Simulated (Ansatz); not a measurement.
MgSe (Fm-3m) under hydrostatic pressure: band gap by r2SCAN with spin-orbit coupling, rigid bands (plane waves, PAW; Ansatz, an electronic-structure program). The unloaded cell, whose axes the loads refer to:

```yaml
crystal:
  lattice:
    - [0.00000, 2.73608, 2.73608]
    - [2.73608, 0.00000, 2.73608]
    - [2.73608, 2.73608, 0.00000]
  atoms:
    - { symbol: Mg, position: [0.00000, 0.00000, 0.00000] }
    - { symbol: Se, position: [0.50000, 0.50000, 0.50000] }
```

```
hydrostatic pressure (GPa)  volume per atom (Å³)  band gap (eV)
--------------------------  --------------------  -------------
-2                                         21.15           2.29
0                                          20.48           2.34
2                                          19.91           2.39
5                                          19.17              ?
10                                         18.19           2.54
```

Q: Fit a straight line to band gap against the load over the rows given, and predict the row at 5 GPa.

A: The means are x̄ = 2.500 GPa and ȳ = 2.3900; Σ(x − x̄)(y − ȳ) = 1.700 and Σ(x − x̄)² = 83.00, so the slope is 20.5 meV per GPa, and the rows given lie within 10 meV of the line. At 5 GPa the line gives 2.44 eV; the calculation gives 2.45 eV, 0.36 % from it.

Q: With all rows, what volume deformation potential dE_g/d ln V follows?

A: A line through E_g against ln V has the slope -1.7 eV, so the gap opens under compression.

 Stresses and pressures are the targets of the relaxation. Gaps are resolved to about 0.01 eV. The structure type is held at every load. Geometry: cell and atoms relaxed with r2SCAN.
